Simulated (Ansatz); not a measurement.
The parent structure is InPd in the CsCl type structure (space group Pm-3m, No. 221; a = 3.248 Å; relaxed with 0.1 eV smearing). Axes: x, y, z lie along the cube axes.

Calculations: PBEsol (Ansatz, an electronic-structure program; PAW; 420 eV plane waves; no spin-orbit coupling).

One thing is altered: biaxial strain −3.00 %, plane normal [001], relaxed out of plane (Cartesian); in-plane vectors clamped, the third vector and the atoms free.

Question: How does this affect the energy relative to the base, in-plane stress and ratio −ε⊥/ε∥?

Answer: The energy increases by 6.9 meV/atom; the mean in-plane stress (compression positive) comes out as +2.1 GPa; the ratio −ε⊥/ε∥ comes out as 1.75.

Stability against distortions was not tested. The final runs are not spin-polarised.
